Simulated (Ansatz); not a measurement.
Take WS2 (space group P6_3/mmc, No. 194; a = 3.1541 Å, c = 12.1408 Å; layered, stacked along the Cartesian z axis) as the base. Axes: x lies along a and z along c of the hexagonal cell.

Now apply this change: uniaxial strain ε_zz = +2.40 %, all other strain components held at zero; the atoms relax in the strained cell.

Computed with Ansatz (a first-principles code) PBE-D3(BJ), no spin-orbit coupling.

Base, band edges from the VBM (valence, conduction): K -0.57, 1.26; H -0.71, 1.26; M -1.57, 2.27; L -1.66, 2.29; A -0.31, 2.23; Γ 0.00, 2.25 eV.

Task: Give the band edges at the high-symmetry points of the new zone, measured from its valence-band maximum.

Result: 
```tsv
point	valence edge (eV)	conduction edge (eV)
Γ	0.00	2.36
M	-1.48	2.38
K	-0.49	1.37
A	-0.32	2.35
L	-1.55	2.40
H	-0.59	1.37
```

The gap is 1.01 eV, indirect, Γ → K–Γ (47 % along).

With W present, leaving out spin-orbit coupling can change the band edges. No phonon test of stability was made.
